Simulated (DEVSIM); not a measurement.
System: abrupt Si n-p junction, at 300 K.

Layer 1 from the left is Si, thickness (μm) 0.790, Nd (cm⁻³) 1.1e18, τn (s) 2.2e-5, τp (s) 2.2e-5. Layer 2 from the left is Si, thickness (μm) 0.680, Na (cm⁻³) 1.3e16, τn (s) 2.2e-5, τp (s) 2.2e-5.

Left contact: ohmic. Right contact: ohmic. Voltage is applied to the left contact. Recombination: SRH at mid-gap, Auger. Gap narrowing is on: ΔEg = 6.92 meV × (l + √(l² + 0.5)), l = ln(N/1.3e17 cm⁻³), shared equally by both band edges. Mobility is μmin + (μ − μmin)/(1 + (N/Nref)^α).

The device is made up for the run: typed textbook-type constants, with dimensions and the other settings drawn at random. Values at 300 K.

Si: gap (eV) 1.124, affinity (eV) 4.05, permittivity 11.7, Nc (cm⁻³) 2.86e19, Nv (cm⁻³) 3.1e19, μn (cm²/Vs) 1417, μp (cm²/Vs) 470, μn,min 52, μp,min 45, Nref,n 9.7e16, Nref,p 2.2e17, αn 0.68, αp 0.72, Cn (cm⁶/s) 2.8e-31, Cp (cm⁶/s) 9.9e-32.

Model (solved in DEVSIM): 1D drift-diffusion, Boltzmann statistics, complete ionisation; no tunnelling, impact ionisation, image-force lowering or self-heating.

**Question.** What does the simulation give for the dark forward voltage at 1 A/cm², the dark forward voltage at 100 A/cm², the largest field in the device at zero bias, the potential step across the device at zero bias?

**Answer.** dark forward voltage at 1 A/cm² 0.541 V; dark forward voltage at 100 A/cm² 0.665 V; largest field in the device at zero bias 68000 V/cm; potential step across the device at zero bias 0.823 V.
